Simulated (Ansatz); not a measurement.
Where the default PAW files enter, the runs use the earlier of Ansatz's two default sets.

Input:

```yaml
crystal:
  lattice:
    - [2.69349, 0.00000, 0.00000]
    - [0.00000, 5.98661, 0.00000]
    - [0.00000, 2.99330, 2.99330]
  atoms:
    - { symbol: Si, position: [0.50000, 0.50000, 0.00000] }
    - { symbol: Si, position: [0.00000, 0.00000, 0.00000] }
    - { symbol: O, position: [0.00000, 0.30684, 0.38632] }
    - { symbol: O, position: [0.00000, 0.69316, 0.61368] }
    - { symbol: O, position: [0.50000, 0.19316, 0.00000] }
    - { symbol: O, position: [0.50000, 0.80684, 0.00000] }
```

Space group of this cell: P4_2/mnm, rutile. The cell is taken as given; by r2SCAN its mean pressure is -9.7 GPa.

Level of theory: r2SCAN (plane waves, PAW; Ansatz, a quantum-chemistry and plane-wave program).

The current runs along the normal of the first two printed vectors; no spin-orbit coupling. Scaled by the factor s: the length along the current (ions clamped). Meshes 12×10×10 and 12×6 across the current in all rows.

```json
[
 {"s": "0.97", "mean pressure (GPa)": "-0.6", "band gap (eV)": "6.41"},
 {"s": "1.00", "mean pressure (GPa)": "-9.7", "band gap (eV)": "5.97"},
 {"s": "1.03", "mean pressure (GPa)": "-17.0", "band gap (eV)": "?"}
]
```

### Question
Take the slope of the band gap against ln s from the two given rows, extrapolate to s = 1.03, and say what the run there gives.

### Answer
Slope = (6.41 − 5.97) / ln 0.97 = -14.4 eV. The line gives 5.97 + (-14.4) × ln 1.03 = 5.54 eV. The run gives 5.49 eV, 0.05 eV under the line, 12 % of the predicted step.
